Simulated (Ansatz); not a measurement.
CaS (model structure, Pm-3m, No. 221, 2 atoms in the cell) was calculated with LDA (PAW; Ansatz, a program for electronic structure).

Numerical settings: plane-wave cutoff 520 eV, 10×10×10 k mesh, Fermi–Dirac smearing 0.01 eV, scalar-relativistic PAW data made under PBE.

Cell (relaxed at this level):

Space group Pm-3m (No. 221); a = 3.394 Å, b = 3.394 Å, c = 3.394 Å, α = 90.00°, β = 90.00°, γ = 90.00°

```csv
atom,site,symmetry,x,y,z
Ca,1a,m-3m,0.0000,0.0000,0.0000
S,1b,m-3m,0.5000,0.5000,0.5000
```

**Question.** Predict the band gap, direct gap at Γ and bulk modulus B0.

**Answer.** 
- band gap = 1.02 eV (on the SCF k mesh)
- direct gap at Γ = 1.84 eV
- bulk modulus B0 = 71.5 GPa

Note: the bulk modulus is −V dP/dV from two relaxed cells at ±2 % in volume; the relaxation could raise the start's symmetry but not lower it, so the cell can be a saddle point.

It cost very roughly 12 core-seconds of CPU time.

A model structure was made by putting elements into a prototype or built by hand; it is no filed structure, need not be a known phase, and can be a saddle point held by its symmetry.
